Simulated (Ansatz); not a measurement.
Start from ZrSi in the rock salt structure (space group Fm-3m, No. 225; a = 5.3423 Å; a hypothetical phase, not in the database extracts checked; relaxed with 0.1 eV smearing). Axes: x, y, z lie along the cube axes.

Method: PBEsol (Ansatz, an electronic-structure program; PAW; 420 eV plane waves; scalar-relativistic without spin-orbit coupling), earlier PAW set.

Base values:

The shortest interatomic distance is 2.671 Å.

It is then changed as follows: biaxial strain −0.75 %, plane normal [001], relaxed out of plane (Cartesian); in-plane vectors clamped, the third vector and the atoms free.

How does this affect the energy relative to the base, out-of-plane strain, shortest interatomic distance and in-plane stress?

The energy increases by 2.2 meV/atom; the out-of-plane strain amounts to +0.20 %; the shortest interatomic distance shrinks by 0.020 Å (2.671 Å → 2.651 Å); the mean in-plane stress (compression positive) amounts to +2.5 GPa.

Stability against distortions was not tested. The final runs are not spin-polarised.
